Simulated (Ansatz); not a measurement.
For NiAs-type NiSb, PBEsol+SOC in Ansatz (plane waves, PAW) gives:

```
Quantity                          Value
------------------------------  -------
equilibrium lattice constant a  3.916 Å
lattice parameter c             5.071 Å
bulk modulus B0                 129 GPa
```

Question: What does r²SCAN+rVV10 in Ansatz (PAW) give for the same quantities?

Answer: 
- lattice constant a: 3.916 Å (hardly moves)
- lattice parameter c: 5.097 Å (increases by 0.5 %)
- bulk modulus: 130 GPa (hardly moves)

For comparison: lattice constant a 3.946 Å (measured, temperature not stated, no zero-point or thermal correction; as tabulated in Wikipedia's data pages); lattice parameter c 5.148 Å (measured, temperature not stated, no zero-point or thermal correction; as tabulated in Wikipedia's data pages).

Changes are worked out from the printed values.

Unless a cell is named, each level is at its own relaxed cell (PBEsol+SOC 16.84, r²SCAN+rVV10 16.93 Å³/atom).

The crystal itself was run without spin with r²SCAN+rVV10; a magnetic state was not tried in these runs.

Ansatz's density-functional and Hartree–Fock values are scalar-relativistic unless marked +SOC, with PAW data made under PBE.

Ansatz is a first-principles code.
